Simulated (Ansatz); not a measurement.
Band structure of GaSb (F-43m, 2 atoms in the cell).

```
CELL_PARAMETERS angstrom
      0.00000     3.10850     3.10850
      3.10850     0.00000     3.10850
      3.10850     3.10850     0.00000
ATOMIC_POSITIONS crystal
  Ga 0.00000 0.00000 0.00000
  Sb 0.75000 0.75000 0.75000
```

Method of the run: PBE with spin-orbit coupling, PAW files (plane waves; Ansatz, an electronic-structure program).

Settings: kpoints.mp_grid.grid = 6 6 6; hamiltonian.xc = pbe; hamiltonian.pseudopotentials = {kind: paw_fr}; magnetization.noncollinear = true; magnetization.spin_orbit = true; scf.occupations.method = methfessel_paxton; scf.occupations.width = 0.1 eV; kpoints.band_path.npoints = 10.

The starting cell comes from a database of computed structures (which also holds hypothetical and non-ambient phases and stackings), without a prior relaxation at this level. Its lattice was rescaled by a random factor within 2.5 % of one. The run gives no clean gap (levels at the Fermi energy touch, overlap or are partly filled at this smearing), which alone does not show that the compound is a metal.

Levels in eV from the Fermi level, bands 25 to 32:
```
point     25     26     27     28    29    30    31    32
-----  -----  -----  -----  -----  ----  ----  ----  ----
Γ      -0.52  -0.52   0.00   0.00  0.00  0.00  2.43  2.43
X      -2.77  -2.77  -2.52  -2.52  0.74  0.74  1.12  1.12
W      -3.55  -3.23  -3.13  -3.11  3.06  3.45  4.03  4.08
K      -3.72  -3.51  -2.29  -2.26  1.20  1.24  3.51  3.65
L      -1.52  -1.52  -1.11  -1.11  0.09  0.09  3.47  3.47
U      -3.72  -3.51  -2.29  -2.26  1.20  1.24  3.51  3.65
```

No band crosses the Fermi level by more than 0.03 eV along this path.

The net moment of the cell came out as 0.00 μB.

Keys are those of Ansatz 0.2.
